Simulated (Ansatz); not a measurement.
LaAl2 (Fd-3m), PBEsol, DFPT electron-phonon coupling, linearised Boltzmann equation (Ansatz, a first-principles code): λ = 0.650, ħω_log = 14.5 meV.

Task: Evaluate Tc = (ω_log/1.2) exp[−1.04(1+λ)/(λ − μ*(1+0.62λ))] at μ* = 0.12 and set it beside the Eliashberg results.

Result: ω_log = 168 K and the exponent is −3.56, so Tc ≈ 3.98 K. With Allen and Dynes's correction factors the run gives 4.10 K; the anisotropic Eliashberg equations give Tc 3.7 K (μ* referred to 18.6 meV).

A metal at this level (no band gap). The phonons are harmonic. Spin-orbit coupling is left out. Halving the electron mesh (20x20x20) moves the coupling by up to 2 %, Tc by up to 4 %. Smearing 0.20 eV; phonons on a 3x3x3 q mesh, which this run doesn't test.

Computed structure with no diffraction record at hand here (it may be known, metastable or hypothetical): LaAl2 (Fd-3m).
